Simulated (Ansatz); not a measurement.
**A constructed model of the (111) surface of fcc Pt, a layer of Os in place of the second plane (bottom of the slab: a bare face, its two planes held)**

Level of theory: PBE (plane waves to 420 eV, PAW; Ansatz, a first-principles code).

Model: 6-atom slab, 11.6 Å thick at the start, 15x15x1 mesh, Fermi-Dirac 0.1 eV, dipole correction, 2 atoms held, the rest relaxed; held to the start's symmetry, so lower structures may exist; no spin, no spin-orbit, no U. It is one candidate, not shown to be the stable structure of the face.

```yaml
work_function_of_the_top_face: 5.28 eV
energy_released_by_relaxation: 0.24 eV
cost: about 110 core-seconds (a rough figure)
```
